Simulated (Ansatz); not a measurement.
BeAlNO (model structure, started from the AlSiCN type, P3m1, No. 156, 4 atoms in the cell) was calculated with HSE06 (Ansatz, a program for electronic structure, PAW).

Run with plane-wave cutoff 460 eV, 9×9×6 k mesh (along the axes of the cell as run), Fermi–Dirac smearing 0.01 eV, scalar-relativistic PAW data made under PBE.

The cell is the one relaxed with PBEsol. Conventional cell: a = 2.9843 Å, b = 2.9843 Å, c = 4.6524 Å, α = 90.00°, β = 90.00°, γ = 120.00°.

```
AlBeNO
1.0
    2.98434     0.00000     0.00000
   -1.49217     2.58452     0.00000
    0.00000     0.00000     4.65236
Al Be O N
1 1 1 1
Direct
  0.33333   0.66667   0.51127
  0.66667   0.33333   0.99165
  0.33333   0.66667   0.11306
  0.66667   0.33333   0.63401
```

### Question
List the 10 lowest band energies at Γ above −25 eV (eV, relative to the valence band maximum), grouping those that round alike.

### Answer
At Γ: -20.18, -15.34, -6.81, -2.36 (×2), -0.63, 0.00 (×2), 5.97, 9.92.

Note: the run warned that its exchange threshold was loose for the stress; the relaxation could raise the start's symmetry but not lower it, so the cell can be a saddle point; cell and atoms aren't relaxed at this level (largest force component 0.17 eV/Å, pressure -1.8 GPa).

A model structure was made by putting elements into a prototype or built by hand; it is no filed structure, need not be a known phase, and can be a saddle point held by its symmetry.
